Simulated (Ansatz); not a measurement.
Consider BAs in the zinc blende structure (space group F-43m, No. 216).

```xyz
2
Lattice="0.0000 2.4047 2.4047 2.4047 0.0000 2.4047 2.4047 2.4047 0.0000" Properties=species:S:1:pos:R:3 pbc="T T T"
As     3.6070     3.6070     3.6070
B      0.0000     0.0000     0.0000
```

The values are results of PBE in Ansatz (plane waves to 420 eV, PAW, no spin-orbit coupling), earlier PAW set, not measurements.

Before the change:

```
Property                                                Value
-----------------------------  ------------------------------
Shortest interatomic distance                         2.083 Å
Band gap                                              1.21 eV
Gap character                  indirect, Γ → Γ–X (82 % along)
```

One thing is altered: full substitution As → Bi; the structure is relaxed again.

Tabulated Pauling electronegativity and covalent radius: As 2.18, 1.19 Å; Bi 2.02, 1.48 Å.

### Question
How does this affect the shortest interatomic distance?

### Answer
The shortest interatomic distance goes up by 0.309 Å (2.083 Å → 2.392 Å).

### Question
Estimate the effect on the band gap.

### Answer
The band gap decreases by 1.07 eV, from 1.21 eV to 0.14 eV.

### Question
Estimate the effect on the gap character.

### Answer
The gap character goes from indirect, Γ → Γ–X (82 % along) to direct at Γ.

With Bi present, leaving out spin-orbit coupling can change the band edges. Stability against distortions was not tested. As relaxed here, BiB is a hypothetical phase, not in the database extracts checked. The zero or small gap of BiB can change with the level of theory.

Ansatz is an electronic-structure program.
